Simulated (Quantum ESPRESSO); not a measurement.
Quantum ESPRESSO 7.5, DFT, PBE, plane waves, SSSP 1.1.2 efficiency PBE: unreconstructed Si(100) slab of 7 layers, 1x1 (Si7), unrelaxed, 7 atoms. Basis and mesh were picked for this test and aren't claimed converged.

```yaml
cell: 3.84, 3.84, 32.15 Å; 90, 90, 90°
task: scf
k mesh: 4×4×1
ecutwfc: 45 Ry
ecutrho: 360 Ry
occupations: smearing
smearing: mv
degauss: 0.02 Ry
conv_thr: 7e-09 Ry
tprnfor: true
tstress: false
k-point pools (-nk): 2
diagonalization: david (default)
k-points computed: 6
bands: 18
electrons: 28
G-vectors of the density: 368455
FFT grid: 45×45×375
symmetry_operations: 8
```

One run each.

All on 8 ranks. Base settings, kept where nothing else is said: mixing_mode = plain (default), mixing_beta = 0.7 (default), mixing_ndim = 8 (default). The settings tried:
- mixing_beta = 0.1
- the base settings
- mixing_ndim = 16
- mixing_mode = TF, mixing_beta = 1
- mixing_mode = local-TF, mixing_beta = 0.1
- mixing_ndim = 4
- mixing_mode = TF
- mixing_mode = TF, mixing_beta = 0.2
- mixing_mode = local-TF, mixing_beta = 0.2
- mixing_mode = local-TF
- mixing_mode = local-TF, mixing_beta = 0.4
- mixing_mode = TF, mixing_beta = 0.4
- mixing_beta = 0.2
- mixing_beta = 0.4
- mixing_mode = TF, mixing_beta = 0.1
- mixing_ndim = 2
- mixing_beta = 1

Question: Name the extremes by SCF iterations: fewest, most, and any that don't converge.

Answer: Fewest SCF iterations, with those close behind: the base settings (11); mixing_ndim = 16 (11); mixing_ndim = 2 (12); mixing_ndim = 4 (12); mixing_beta = 1 (13); mixing_beta = 0.4 (14). Most among those that reach the base run's result: mixing_mode = TF, mixing_beta = 0.1 (94). All converged.

```
setting                                    SCF iterations        end
-----------------------------------------  --------------  ---------
the base settings                                      11  converged
mixing_ndim = 16                                       11  converged
mixing_ndim = 2                                        12  converged
mixing_ndim = 4                                        12  converged
mixing_beta = 1                                        13  converged
mixing_beta = 0.4                                      14  converged
mixing_mode = local-TF                                 15  converged
mixing_beta = 0.2                                      16  converged
mixing_mode = local-TF, mixing_beta = 0.4              20  converged
mixing_mode = TF, mixing_beta = 1                      22  converged
mixing_mode = TF                                       24  converged
mixing_beta = 0.1                                      25  converged
mixing_mode = local-TF, mixing_beta = 0.2              25  converged
mixing_mode = TF, mixing_beta = 0.4                    37  converged
mixing_mode = local-TF, mixing_beta = 0.1              37  converged
mixing_mode = TF, mixing_beta = 0.2                    42  converged
mixing_mode = TF, mixing_beta = 0.1                    94  converged
```
